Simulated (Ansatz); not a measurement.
We look at the energy change from cell B to cell A (net 1 Al taken out, other atoms rearranged, in a slab cell with three atoms a plane). Reaction: cell B → cell A + Al (fcc). A negative value means that the right-hand side lies lower.

Cell A: a slab of Al (fcc, Fm-3m) cut along (111), 21 atoms, hexagonal cell of 4.95 Å (21.2 Å²), symmetry P31m within 0.02 Å, 15.4 Å thick under 16 Å of vacuum, in-plane vectors held at the crystal's; planes from bottom to top: Al3 × 6 | Al2 | Na, its two faces unlike (dipole correction applied); Al missing from the crystal's sites; added, foreign or displaced atoms, above the top plane: Na bound to 6 Al at 3.18 Å; spin state with PBE: run without spin, k-point mesh 11×11×1.
```yaml
crystal:
  lattice:
    - [4.94933, 0.00000, 0.00000]
    - [2.47466, 4.28625, 0.00000]
    - [0.00000, 0.00000, 30.99662]
  atoms:
    - { symbol: Al, position: [0.00000, 0.00000, 0.25704] }
    - { symbol: Al, position: [0.33352, 0.00000, 0.33306] }
    - { symbol: Al, position: [0.00000, 0.33434, 0.40817] }
    - { symbol: Al, position: [0.00000, 0.00000, 0.48356] }
    - { symbol: Al, position: [0.33536, 0.00000, 0.55917] }
    - { symbol: Al, position: [0.00000, 0.33002, 0.63455] }
    - { symbol: Na, position: [0.00000, 0.00000, 0.75240] }
    - { symbol: Al, position: [0.33333, 0.33333, 0.25698] }
    - { symbol: Al, position: [0.66648, 0.33352, 0.33306] }
    - { symbol: Al, position: [0.33434, 0.66566, 0.40817] }
    - { symbol: Al, position: [0.33333, 0.33333, 0.48393] }
    - { symbol: Al, position: [0.66464, 0.33536, 0.55917] }
    - { symbol: Al, position: [0.33002, 0.66998, 0.63455] }
    - { symbol: Al, position: [0.33333, 0.33333, 0.70726] }
    - { symbol: Al, position: [0.66667, 0.66667, 0.25698] }
    - { symbol: Al, position: [0.00000, 0.66648, 0.33306] }
    - { symbol: Al, position: [0.66566, 0.00000, 0.40817] }
    - { symbol: Al, position: [0.66667, 0.66667, 0.48393] }
    - { symbol: Al, position: [0.00000, 0.66464, 0.55917] }
    - { symbol: Al, position: [0.66998, 0.00000, 0.63455] }
    - { symbol: Al, position: [0.66667, 0.66667, 0.70726] }
```

Cell B: a slab of Al (fcc, Fm-3m) cut along (111), 22 atoms, hexagonal cell of 4.95 Å (21.2 Å²), symmetry P31m within 0.02 Å, 16.7 Å thick under 16 Å of vacuum, in-plane vectors held at the crystal's; planes from bottom to top: Al3 × 7 | Na, its two faces unlike (dipole correction applied); added, foreign or displaced atoms, above the top plane: Na bound to 3 Al at 3.17 Å; spin state with PBE: run without spin, k-point mesh 11×11×1.
```xyz
22
Lattice="4.9493 0.0000 0.0000 2.4747 4.2862 0.0000 0.0000 0.0000 32.5931" Properties=species:S:1:pos:R:3 pbc="T T T"
Al     0.0000     0.0001     7.9686
Al     1.6498     0.0000    10.3219
Al     0.8249     1.4287    12.6534
Al     0.0001    -0.0001    14.9962
Al     1.6498     0.0000    17.3334
Al     0.8225     1.4287    19.6683
Al     0.0099    -0.0171    22.0164
Al     2.4747     1.4287     7.9686
Al     4.1244     1.4287    10.3215
Al     3.2995     2.8575    12.6534
Al     2.4745     1.4287    14.9962
Al     4.1244     1.4287    17.3333
Al     3.3007     2.8554    19.6683
Al     2.4549     1.4287    22.0164
Al     4.9493     2.8574     7.9686
Al     1.6498     2.8575    10.3219
Al     3.2995     0.0000    12.6534
Al     4.9494     2.8576    14.9962
Al     1.6498     2.8575    17.3334
Al     3.3007     0.0021    19.6683
Al     4.9592     2.8746    22.0164
Na     4.1244     1.4287    24.7062
```

Reference: Al (fcc, Fm-3m), 3 atoms in the cell, the relaxed perfect crystal repeated, atoms not moved again, k-point mesh 11×11×20 on the run's own vectors.

All numbers come from Ansatz (a quantum-chemistry and plane-wave program), plane waves with PAW, its default PAW set, cutoff 420 eV, 500 eV for r2SCAN. The structures are at rest with PBE, within the held lattices; other levels are single points on them. Neutral cells; Fermi-Dirac smearing of at most 0.10 eV in the solids, energies taken to zero width. The lattices are those relaxed with PBE, so at other levels the solids can be strained, which adds to the spread. Larger cells are relaxed from a start prepared with the learned potential CHGNet till forces fall under 0.03 eV/Å, which some starts already meet. A dispersion term (D3(BJ), or D4 for r2SCAN) was computed beside these levels and is taken off wherever the name lacks it. The PAW files were made for PBE and serve at the other functionals too. Space groups of crystals are read within 0.01 Å. Nuclei at rest; no vibrational terms. The structures are the rest points that the relaxations reached, not proven lowest. Values are for these cell sizes. Cell A has symmetry P31m within 0.02 Å and got no random move, so less symmetric positions, which may lie lower, weren't tried. Cell B has symmetry P31m within 0.02 Å and got no random move, so less symmetric positions, which may lie lower, weren't tried.

Task: Give the value at the level PBE.

Result: -0.22 eV, for cell B → cell A + Al (fcc).

Task: How does the value move with the functional?

Result: 
```tsv
Level	value (eV)	less PBE
r2SCAN	-0.29	-0.07
```

The levels shown span 0.07 eV, from r2SCAN (-0.29) to PBE (-0.22).
